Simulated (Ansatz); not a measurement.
Take Rh in the fcc (Cu type) structure (space group Fm-3m, No. 225; a = 3.800 Å) as the base.

Structures relaxed with r2SCAN/PAW in Ansatz (a program for electronic structure), no spin-orbit coupling.

Base:

Simulated powder pattern, Co Kα, λ = 1.79026 Å (kinematic, ideal powder, no thermal factors, no anomalous dispersion; the 14 strongest lines at most, above 2 %, up to 2θ = 90°):

| 2θ (°) | I/Imax (%) | hkl |
|---|---|---|
| 48.16 | 100 | (111) |
| 56.21 | 47 | (200) |
| 83.56 | 31 | (220) |

After one change:

Simulated powder pattern, Co Kα, λ = 1.79026 Å (kinematic, ideal powder, no thermal factors, no anomalous dispersion; the 14 strongest lines at most, above 2 %, up to 2θ = 90°):

```json
[
 {"2θ (°)": "48.04", "I/Imax (%)": "100"},
 {"2θ (°)": "56.07", "I/Imax (%)": "47"},
 {"2θ (°)": "83.31", "I/Imax (%)": "31"}
]
```

### Question
What was done to the base?
A) pressure 50 GPa
B) pressure −2 GPa
C) pressure 100 GPa
D) pressure 75 GPa

### Answer
B, pressure −2 GPa. Its volume per atom is 13.82 Å³ against 13.72 Å³, and its space group is Fm-3m (No. 225).

Load acts through the strain it causes; cell and atoms are relaxed under it. Stability against distortions was not tested. No other phases were tried under pressure. The final runs are not spin-polarised.
